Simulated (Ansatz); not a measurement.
Start from Al (space group P6_3/mmc, No. 194; a cell from a computed database, its experimental status unchecked).

```yaml
crystal:
  lattice:
    - [2.82919, 0.00000, 0.00000]
    - [-1.41459, 2.45015, 0.00000]
    - [0.00000, 0.00000, 9.36797]
  atoms:
    - { symbol: Al, position: [0.00000, 0.00000, 0.00000] }
    - { symbol: Al, position: [0.00000, 0.00000, 0.50000] }
    - { symbol: Al, position: [0.33333, 0.66667, 0.25000] }
    - { symbol: Al, position: [0.66667, 0.33333, 0.75000] }
```

The values are results of PBEsol/PAW in Ansatz (a program for electronic structure), scalar-relativistic without spin-orbit coupling, earlier PAW set, not measurements.

For the base:

| Item | Value |
|---|---|
| Volume per atom | 16.23 Å³ |

It is then changed as follows: every Al is replaced by Tl; the structure is relaxed again.

### Question
What does the calculation give for the volume per atom after the change?

### Answer
The volume per atom increases by 12.193 Å³ (16.23 Å³ → 28.43 Å³).

Stability against distortions was not tested. This is not the structure that Al has at room temperature and ambient pressure.
